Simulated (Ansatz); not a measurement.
# TiAl3 (model structure, started from the Cu3Au type, Pm-3m, No. 221, 4 atoms in the cell)

Calculation: PBEsol in Ansatz (plane waves, PAW).

Run with plane-wave cutoff 500 eV, 14×14×14 k mesh, Fermi–Dirac smearing 0.1 eV, no spin polarisation, scalar-relativistic PAW data made under PBE.

Cell (relaxed at this level):

Space group Pm-3m (No. 221); a = 3.950 Å, b = 3.950 Å, c = 3.950 Å, α = 90.00°, β = 90.00°, γ = 90.00°

```csv
atom,site,symmetry,x,y,z
Al,3c,4/mm.m,0.0000,0.5000,0.5000
Ti,1a,m-3m,0.0000,0.0000,0.0000
```

For TiAl3 (model structure, started from the Cu3Au type, Pm-3m, No. 221, 4 atoms in the cell), the band gap is none.

Note: the relaxation could raise the start's symmetry but not lower it, so the cell can be a saddle point.

Computed values are for the static lattice.

Cost on a shared machine: about 25 core-seconds (a rough figure).

A model structure was made by putting elements into a prototype or built by hand; it is no filed structure, need not be a known phase, and can be a saddle point held by its symmetry.

Ansatz is an electronic-structure program.
